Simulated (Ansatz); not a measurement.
The parent structure is a 16-atom supercell of WC (space group P-6m2, No. 187; a = 2.922 Å, c = 2.847 Å) at its relaxed geometry.

Calculations: DFT with PBE, PAW potentials and a 420 eV plane-wave cutoff in Ansatz (a first-principles code), spin-orbit coupling left out.

Base values:

| Quantity | Value |
|---|---|
| Mean distance from the defect site to its nearest host atoms | 221 pm |
| Pressure | 0.0 GPa |

Now apply this change: a neutral Ge on a C site, atoms relaxed at fixed cell, starting from a slightly rattled geometry.

Tabulated Pauling electronegativity and covalent radius: C 2.55, 0.76 Å; Ge 2.01, 1.20 Å.

Predict the new mean distance from the defect site to its nearest host atoms, largest displacement of a host atom from its site in the perfect cell and pressure.

The mean distance from the defect site to its nearest host atoms goes up by 12 pm to 233 pm; the largest displacement of a host atom from its site in the perfect cell amounts to 0.16 Å; the pressure goes from zero to 27.4 GPa.

In so small a cell the defect repeats every few ångströms: this is an ordered compound, not a dilute defect. The final runs are not spin-polarised. The defect cell is not spin-polarised.
